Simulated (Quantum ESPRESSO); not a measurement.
Effort and miss along a sweep of ecutwfc: LiF (Fm-3m, 2 atoms in the cell)

```yaml
crystal:
  lattice:
    - [-2.01701, 0.00000, 2.01701]
    - [0.00000, 2.01701, 2.01701]
    - [-2.01701, 2.01701, 0.00000]
  atoms:
    - { symbol: Li, position: [0.00000, 0.00000, 0.00000] }
    - { symbol: F, position: [0.50000, 0.50000, 0.50000] }
```

Method: PBE, SSSP 1.1.2 efficiency (PBE) pseudopotentials (plane waves; Quantum ESPRESSO).

Base settings: ecutwfc = 40 Ry; ecutrho = 320 Ry; occupations = fixed; potentials = {Li: li_pbe_v1.4.uspp.F.UPF, F: f_pbe_v1.4.uspp.F.UPF}; K_POINTS = automatic 11 11 11 0 0 0; nbnd = 9; conv_thr = 1e-10 Ry; mixing_beta = 0.7.

Misses are taken against the tightest run, 80 Ry (ecutrho: 320 Ry → 640 Ry), which need not be fully converged itself. The energy is the free energy per atom.

The count of work is k-points × plane waves × bands × iterations; it is no time, and leaves out set-up, grids and terms that scale otherwise. 

The starting cell comes from a database of computed structures (which also holds hypothetical and non-ambient phases and stackings), without a prior relaxation at this level. Its lattice was rescaled by a random factor within 2.5 % of one.

```csv
ecutwfc,energy less reference (meV/atom),pressure less reference (GPa),gap on the mesh less reference (eV),count of work / reference
16 Ry (ecutrho: 320 Ry → 128 Ry),7616.21,-439.78,-0.517,0.095
20 Ry (ecutrho: 320 Ry → 160 Ry),2573.69,-190.06,-0.070,0.13
24 Ry (ecutrho: 320 Ry → 192 Ry),804.28,-74.65,-0.065,0.17
28 Ry (ecutrho: 320 Ry → 224 Ry),224.80,-26.61,0.009,0.19
32 Ry (ecutrho: 320 Ry → 256 Ry),57.51,-8.75,0.005,0.23
36 Ry (ecutrho: 320 Ry → 288 Ry),11.89,-2.36,-0.001,0.27
40 Ry,1.99,-0.42,-0.001,0.32
46 Ry (ecutrho: 320 Ry → 368 Ry),0.60,0.02,0.000,0.39
52 Ry (ecutrho: 320 Ry → 416 Ry),0.48,0.00,0.000,0.47
60 Ry (ecutrho: 320 Ry → 480 Ry),0.32,0.02,0.000,0.58
70 Ry (ecutrho: 320 Ry → 560 Ry),0.22,0.01,0.000,0.82
80 Ry (ecutrho: 320 Ry → 640 Ry),0.00,0.00,0.000,1.0
```

Coarsest setting among those run that, with all tighter ones, holds the energy within 20 meV/atom of the reference: 36 Ry (ecutrho: 320 Ry → 288 Ry), off by 12 meV/atom; it needs 0.27 of the reference's count of work.

Coarsest setting among those run that, with all tighter ones, holds the energy within 1 meV/atom of the reference: 46 Ry (ecutrho: 320 Ry → 368 Ry), off by 0.60 meV/atom; it needs 0.39 of the reference's count of work.

The step from 24 Ry (ecutrho: 320 Ry → 192 Ry) to 70 Ry (ecutrho: 320 Ry → 560 Ry): it takes the miss in the energy from 800 to 0.22 meV/atom, for 4.9 times the count of work.
